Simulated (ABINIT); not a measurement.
## ABINIT run on KCl (Fm-3m, 2 atoms in the cell): self-consistent single point

Method of the run: PBE, PAW (JTH v2.0 PBE PAW) (plane waves; ABINIT).

Input:

```
# KCl, JTH v2.0 PBE PAW
pp_dirpath "./"
pseudos "K.GGA_PBE-JTH.xml, Cl.GGA_PBE-JTH.xml"
acell 3*1.0 Angstrom
rprim
         0.0000000000    3.1450000000    3.1450000000
         3.1450000000    0.0000000000    3.1450000000
         3.1450000000    3.1450000000    0.0000000000
natom 2
ntypat 2
znucl 19 17
typat 1 2
xcart
         0.0000000000    0.0000000000    0.0000000000
         5.9431886619    5.9431886619    5.9431886619
ecut 707 eV
pawecutdg 1415 eV
pawxcdev 0
occopt 3
tsmear 0.00183747
nband 13
kptopt 1
ngkpt 6 6 6
nshiftk 1
shiftk 0 0 0
nstep 60
tolvrs 1.0e-11
prtwf 0
prtden 0
prtvol 1
enunit 1
```

Output, abridged:

```
 Symmetries : space group Fm -3 m (#225); Bravais cF (face-center cubic)

 -outvars: echo values of preprocessed input variables --------
            acell      1.8897261329E+00  1.8897261329E+00  1.8897261329E+00 Bohr
             ecut      2.59817731E+01 Hartree
           enunit           1
              ixc     -101130
         kptrlatt        6    0    0      0    6    0      0    0    6
          kptrlen      5.04296283E+01
            natom           2
            nband          13
            ngfft          40      40      40
          ngfftdg          60      60      60
             nkpt          16
            nstep          60
             nsym          48
           ntypat           2
           occopt           3
        pawecutdg      5.20002954E+01 Hartree
         pawxcdev           0
            rprim      0.0000000000E+00  3.1450000000E+00  3.1450000000E+00
                       3.1450000000E+00  0.0000000000E+00  3.1450000000E+00
                       3.1450000000E+00  3.1450000000E+00  0.0000000000E+00
          spgroup         225
           tolvrs      1.00000000E-11
           tsmear      1.83747000E-03 Hartree
            typat      1  2
           useylm           1
             xred      0.0000000000E+00  0.0000000000E+00  0.0000000000E+00
                       5.0000000000E-01  5.0000000000E-01  5.0000000000E-01
            znucl       19.00000   17.00000

== DATASET  1 ==================================================================

 Real(R)+Recip(G) space primitive vectors, cartesian coordinates (Bohr,Bohr^-1):
 R(1)=  0.0000000  5.9431887  5.9431887  G(1)= -0.0841299  0.0841299  0.0841299
 R(2)=  5.9431887  0.0000000  5.9431887  G(2)=  0.0841299 -0.0841299  0.0841299
 R(3)=  5.9431887  5.9431887  0.0000000  G(3)=  0.0841299  0.0841299 -0.0841299
 Unit cell volume ucvol=  4.1984458E+02 bohr^3
 Angles (23,13,12)=  6.00000000E+01  6.00000000E+01  6.00000000E+01 degrees

 Coarse grid specifications (used for wave-functions):

 getcut: wavevector=  0.0000  0.0000  0.0000  ngfft=  40  40  40
         ecut(hartree)=     25.982   => boxcut(ratio)=   2.07408

 Fine grid specifications (used for densities):

 getcut: wavevector=  0.0000  0.0000  0.0000  ngfft=  60  60  60
         ecut(hartree)=     52.000   => boxcut(ratio)=   2.19912

   2.79851079E+02                                ecore*ucvol(ha*bohr**3)

_setup2: Arith. and geom. avg. npw (full set) are    2654.523    2654.506

--- !BeginCycle
solver: {iscf: 17, nstep: 60, nline: 4, wfoptalg: 10, }
tolerances: {tolvrs: 1.00E-11, }
...

     iter   Etot(hartree)      deltaE(h)  residm     nres2
 ETOT  1  -43.719687058711    -4.372E+01 9.934E-02 6.542E+00
 ETOT  2  -43.788957687478    -6.927E-02 7.268E-03 2.083E+00
 ETOT  3  -43.787603839770     1.354E-03 1.829E-03 5.942E-01
 ETOT  4  -43.787747798811    -1.440E-04 9.732E-03 2.895E-02
 ETOT  5  -43.787941398968    -1.936E-04 5.332E-04 1.793E-03
 ETOT  6  -43.787957028626    -1.563E-05 9.990E-04 3.722E-04
   [... 5 lines left out ...]
 ETOT 12  -43.787958962962    -9.884E-12 4.558E-05 1.285E-09
 ETOT 13  -43.787958962962     2.132E-14 1.001E-05 3.515E-10
 ETOT 14  -43.787958962962     0.000E+00 1.110E-05 1.363E-10
 ETOT 15  -43.787958962963    -1.990E-13 2.419E-06 1.659E-11
 ETOT 16  -43.787958962961     1.208E-12 2.684E-06 1.112E-12

 At SCF step   16       nres2   =  1.11E-12 < tolvrs=  1.00E-11 =>converged.

 Cartesian components of stress tensor (hartree/bohr^3)
  sigma(1 1)= -3.03552620E-05  sigma(3 2)=  0.00000000E+00
  sigma(2 2)= -3.03552620E-05  sigma(3 1)=  0.00000000E+00
  sigma(3 3)= -3.03552620E-05  sigma(2 1)=  0.00000000E+00

 ----iterations are completed or convergence reached----

 reduced coordinates (array xred) for    2 atoms
       0.000000000000      0.000000000000      0.000000000000
       0.500000000000      0.500000000000      0.500000000000
 cartesian forces (eV/Angstrom) at end:
    1     -0.00000000000000    -0.00000000000000    -0.00000000000000
    2     -0.00000000000000    -0.00000000000000    -0.00000000000000
 frms,max,avg= 0.0000000E+00 0.0000000E+00   0.000E+00  0.000E+00  0.000E+00 e/A
 length scales=  1.889726132886  1.889726132886  1.889726132886 bohr
              =  1.000000000000  1.000000000000  1.000000000000 angstroms
 Fermi (or HOMO) energy (eV) =   2.23938   Average Vxc (eV)=  -7.59793
 Eigenvalues (   eV  ) for nkpt=  16  k points:
 kpt#   1, nband= 13, wtk=  0.00463, kpt=  0.0000  0.0000  0.0000 (reduced coord)
 -27.39968  -12.33167  -10.86127  -10.86127  -10.86127   -0.21313   -0.21313   -0.21313
   4.97852    8.15144    8.15144    8.15144    9.01273
 prteigrs : prtvol=0 or 1, do not print more k-points.

--- !EnergyTerms
comment             : Components of total free energy in Hartree
kinetic             :  1.48252028131131E+01
hartree             :  1.00953320871032E+01
xc                  : -8.70052360771479E+00
Ewald energy        : -3.08478517018768E+01
psp_core            :  6.66558750786332E-01
local_psp           : -3.67991608360301E+01
spherical_terms     :  6.97248380258833E+00
internal            : -4.37879586920308E+01
'-kT*entropy'       :  1.25439546998136E-15
total_energy        : -4.37879586920308E+01
total_energy_eV     : -1.19153095241467E+03
...

-Cartesian components of stress tensor (GPa)         [Pressure=  8.9308E-01 GPa]
- sigma(1 1)= -8.93082490E-01  sigma(3 2)=  0.00000000E+00
- sigma(2 2)= -8.93082490E-01  sigma(3 1)=  0.00000000E+00
- sigma(3 3)= -8.93082490E-01  sigma(2 1)=  0.00000000E+00

 Calculation completed.
```

The run converged in 16 iterations.

The starting cell has typed, rounded lattice constants, without a prior relaxation at this level.

Cost on one core of a shared machine: roughly 60 s.
